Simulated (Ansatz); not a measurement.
## Effect of isotropic strain +2.00 % on TiAl

Start from TiAl (space group P4/mmm, No. 123; a = 2.7963 Å, c = 4.0381 Å; relaxed with 0.1 eV smearing).

Perturbation: an isotropic linear strain of +2.00 %; the atoms relax in the strained cell.

Method: Ansatz (a first-principles code), PBEsol, PAW, cutoff 420 eV, no spin-orbit coupling. Settings: 21×21×14 k-points, 0.1 eV Fermi–Dirac smearing.

The volume per atom rises by 0.966 Å³ to 16.75 Å³ and the space group remains P4/mmm (No. 123). The shortest interatomic distance goes up by 0.056 Å to 2.852 Å and the energy goes up by 20 meV/atom. The pressure (mean of the normal stresses, compression positive) goes from zero to -6.3 GPa and the band gap stays zero.

Stability against distortions was not tested. The final runs are not spin-polarised.
